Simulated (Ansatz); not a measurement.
Results of G0W0@PBEsol in Ansatz (plane waves, hard PAW, contour deformation) for MgO (P6₃/mmc, No. 194, 4 atoms in the cell; start mp-1065577; another space group than a measured phase of this formula).

The same calculation (at the PBEsol cell, 11.087 Å³/atom) with different numerical settings; throughout: response cutoff 100 eV, empty bands 185:

| run | k mesh | quasiparticle gap on the mesh (eV) | quasiparticle gap at Γ (eV) | rough time |
|---|---|---|---|---|
| 1 | 6×6×2 | 5.412 | 5.412 | 3 core-min |
| 2 | 6×6×4 | 5.423 | 5.423 | 10 core-min |
| 3 | 9×9×6 | 5.413 | 5.413 | 60 core-min |

In the column quasiparticle gap on the mesh (eV) the first row differs from the last by -0.001 and the next to last by +0.010.

The last row is no converged limit: other settings stay fixed.

A start named mp-… is a Materials Project structure, which need not be a measured phase.

Ansatz is an electronic-structure program.
